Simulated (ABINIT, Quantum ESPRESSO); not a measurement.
An ABINIT input for a self-consistent single point of Pb (Fm-3m, 1 atom in the cell) (DFT, PBE, plane waves, norm-conserving pseudopotentials (PseudoDojo nc-sr-05 PBE standard)):

```
# Pb, PseudoDojo nc-sr-05 PBE standard
pp_dirpath "./"
pseudos "Pb.upf"
acell 6.4820913011 6.4820913011 6.4820913011
rprim
        -0.0000000000    0.7071067812    0.7071067812
         0.7071067812   -0.0000000000    0.7071067812
         0.7071067812    0.7071067812   -0.0000000000
natom 1
ntypat 1
znucl 82
typat 1
xcart
         0.0000000000    0.0000000000    0.0000000000
      Angstrom
ecut 31 Ha
occopt 3
tsmear 0.00367493
nband 12
kptopt 1
ngkpt 9 9 9
nshiftk 1
shiftk 0 0 0
nstep 80
tolvrs 1.0e-11
prtwf 0
prtden 0
prtvol 1
```

**Question.** Give the Quantum ESPRESSO input for the same structure, mesh, smearing and functional.

**Answer.** This is the input that was run; spellings and numerical settings could be chosen otherwise.

```fortran
&control
  calculation = 'scf'
  prefix = 'Pb'
  outdir = './tmp/'
  pseudo_dir = './'
  tprnfor = .true.
  tstress = .true.
/
&system
  ibrav = 0
  celldm(1) = 6.4820913011
  nat = 1
  ntyp = 1
  ecutwfc = 55
  ecutrho = 330
  occupations = 'smearing'
  smearing = 'fd'
  degauss = 0.0073499
/
&electrons
  conv_thr = 1.0d-10
  mixing_beta = 0.7
/
ATOMIC_SPECIES
Pb   207.2000  Pb.pbe-dn-rrkjus_psl.1.0.0.UPF
CELL_PARAMETERS alat
   0.0000000000     0.7071067812     0.7071067812
   0.7071067812     0.0000000000     0.7071067812
   0.7071067812     0.7071067812     0.0000000000
ATOMIC_POSITIONS angstrom
Pb    0.0000000000    0.0000000000    0.0000000000
K_POINTS automatic
9 9 9  0 0 0
```

Basis settings and potentials, where a program has them, do not carry over. This input uses DFT, PBE, plane waves, PSlibrary ultrasoft (PBE) pseudopotentials. Both were run: pressure 5.70 GPa in ABINIT and 4.61 in Quantum ESPRESSO.

On Quantum ESPRESSO: the starting cell has typed, rounded lattice constants, without a prior relaxation at this level. For this run, on top of that: lattice scaled by 0.98. With a pressure of about 5 GPa the cell is away from its equilibrium volume at this level.

On ABINIT: the starting cell has typed, rounded lattice constants, without a prior relaxation at this level. For this run, on top of that: lattice scaled by 0.98. With a pressure of about 6 GPa the cell is away from its equilibrium volume at this level.
